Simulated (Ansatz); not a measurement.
## rock-salt BaO (0 0 1) on zinc-blende GaP (0 0 1) (film strained to the substrate, started from cuts of the bulks and a machine-learned relaxation; metallic at this level, with no gap by band count; slabs Ga5P6 and Ba4O4, which can lie off the formulas)

A periodic stack without vacuum, rock-salt BaO (0 0 1) on zinc-blende GaP (0 0 1) (film strained to the substrate, started from cuts of the bulks and a machine-learned relaxation; metallic at this level, with no gap by band count; slabs Ga5P6 and Ba4O4, which can lie off the formulas): substrate slab Ga5P6, film Ba4O4, surface cells [[1, 0], [1, 1]] and [[1, 0], [1, 1]], film strained by -1.2 and -1.2 %, outermost planes P/P and BaO/BaO as cut, which need not be the usual terminations and can put a slab off its formula.

The start was prepared with a machine-learned potential, and the result is one local minimum, with the in-plane cell held and forces under 0.04 eV/Å; the film can end far from its bulk form.

Computed with PBE (plane waves to 420 eV, PAW; Ansatz, a first-principles code). No spin–orbit coupling; the runs are not spin-polarised; PBE gaps are too small against experiment. Its k-point mesh 6×6×1, Fermi–Dirac width 0.05 eV.

```
Quantity                                                                                    Value
--------------------------------------------------------------------------------  ---------------
interface area                                                                            15.2 Å²
period                                                                                    27.59 Å
heights between the nearest atoms of the two slabs at the two interfaces          2.86 and 1.62 Å
Ba–P contacts across the interfaces within 1.22 times the sum of covalent radii    6, mean 3.38 Å
Ba–Ga contacts across the interfaces within 1.22 times the sum of covalent radii   2, mean 3.72 Å
O–P contacts across the interfaces within 1.22 times the sum of covalent radii     1, mean 1.71 Å
```

```
Ba4Ga5O4P6
1.0
    3.88827    -0.00216    -0.23622
   -0.00030     3.89412    -0.06408
   -0.32287     0.53790    27.65598
Ga P Ba O
5 6 4 4
Cartesian
  3.41406   4.03352   4.92186
  1.26288   2.03893   2.31488
  3.74920   4.12602  10.41027
  1.63572   2.13420   7.81607
  1.97685   2.22179  13.32647
  3.30148   2.06302   3.57161
  1.80641   3.96343   0.94641
  3.66302   2.15595   9.05839
  1.55228   4.05795   6.40266
  4.00306   2.24282  14.55313
  1.88790   4.14731  11.87913
  2.50896   2.41358  20.66597
  0.36169   0.30729  17.67000
  2.93953   2.52287  26.68403
  0.75819   0.52384  23.80365
  0.59714   0.46903  21.32687
  2.35948   2.59061  18.21012
  0.82794   0.58080  27.08288
  2.71992   2.48341  24.18147
```
